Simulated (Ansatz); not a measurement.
Base system: BeS in the zinc blende structure (space group F-43m, No. 216; a = 4.869 Å).

Now apply this change: the cell is scaled by 1.0050 in all directions; the atoms relax in the strained cell.

Level of theory: r2SCAN (Ansatz, a quantum-chemistry and plane-wave program; PAW; 500 eV plane waves; spin-orbit coupling left out).

Base, band edges from the VBM (valence, conduction): X -2.68, 3.59; W -3.35, 6.94; L -1.04, 6.03; Γ 0.00, 6.23; K -2.22, 4.85; U -2.22, 4.85 eV.

### Question
Give the band edges at the high-symmetry points of the new zone, measured from its valence-band maximum.

### Answer
```json
[
 {"point": "Γ", "valence edge (eV)": "0.00", "conduction edge (eV)": "6.24"},
 {"point": "X", "valence edge (eV)": "-2.62", "conduction edge (eV)": "3.62"},
 {"point": "U", "valence edge (eV)": "-2.17", "conduction edge (eV)": "4.87"},
 {"point": "K", "valence edge (eV)": "-2.17", "conduction edge (eV)": "4.87"},
 {"point": "L", "valence edge (eV)": "-1.02", "conduction edge (eV)": "5.98"},
 {"point": "W", "valence edge (eV)": "-3.28", "conduction edge (eV)": "6.93"}
]
```

The gap is 3.62 eV, indirect, Γ → X.

Stability against distortions was not tested.
